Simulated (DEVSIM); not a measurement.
Device: abrupt Si p-n junction, at 350 K.

Layer 1 from the left is Si, thickness (μm) 1.20, Na (cm⁻³) 5.2e17, τn (s) 1.2e-6, τp (s) 1.2e-6. Layer 2 from the left is Si, thickness (μm) 190, Nd (cm⁻³) 9.5e14, τn (s) 1.2e-6, τp (s) 1.2e-6.

Left contact: ohmic. Right contact: ohmic. Voltage is applied to the left contact. Recombination: SRH at mid-gap. Mobility is μmin + (μ − μmin)/(1 + (N/Nref)^α).

This is a model device: material constants are rounded textbook-type values typed into the input, and sizes, dopings and lifetimes were drawn at random. Values at 300 K; Nc and Nv go as T^1.5, mobilities as T to minus their exponent, the gap by Varshni's rule with the affinity fixed.

Si: gap (eV) 1.124, affinity (eV) 4.05, permittivity 11.7, Nc (cm⁻³) 2.86e19, Nv (cm⁻³) 3.1e19, μn (cm²/Vs) 1417, μp (cm²/Vs) 470, μn,min 52, μp,min 45, Nref,n 9.7e16, Nref,p 2.2e17, αn 0.68, αp 0.72, T exponent of μn 2.3, T exponent of μp 2.2, Varshni α (eV/K) 0.000473, Varshni β (K) 636.

Q: Estimate by hand the built-in potential, the peak field at zero bias, and compare with a numerical solution.

A: 
- Built-in potential: ni = √(Nc Nv) exp(−Eg/2kT) = 3.78e11 cm⁻³ with Eg = 1.111 eV; Vbi = kT/q ln(Na Nd/ni²) = 0.662 V; numerical 0.662 V.
- Peak field at zero bias: depletion approximation: W = √(2εVbi/(qN)) = 0.950 μm with N = 9.48e14 cm⁻³; field = 2Vbi/W = 13900 V/cm; numerical 43600 V/cm (estimate below by 68 %).

DEVSIM, 1D drift-diffusion, Boltzmann statistics, complete ionisation; no tunnelling, impact ionisation, image-force lowering or self-heating.
